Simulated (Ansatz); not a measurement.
## A computed series for Cu: response to strain

The parent structure is Cu in the fcc (Cu type) structure (space group Fm-3m, No. 225; a = 3.6299 Å; relaxed with 0.1 eV smearing).

Strains are applied to the cell and any free atomic positions relax.

Method: PBE (Ansatz, a first-principles code; PAW; 420 eV plane waves; without spin-orbit coupling).

Candidates:
(a) isotropic strain +1.50 %
(b) isotropic strain −0.50 %
(c) isotropic strain +3.00 %
(d) isotropic strain −1.00 %
(e) isotropic strain −2.00 %

Notes on the quantities. energy relative to the base: free energy F.

**Question.** Order them by energy relative to the base, highest first.

**Answer.** (c) isotropic strain +3.00 % (+38 meV/atom), (e) isotropic strain −2.00 % (+21 meV/atom), (a) isotropic strain +1.50 % (+10 meV/atom), (d) isotropic strain −1.00 % (+4.9 meV/atom), (b) isotropic strain −0.50 % (+1.2 meV/atom)

No phonon test of stability was made. All final runs are without spin polarisation.
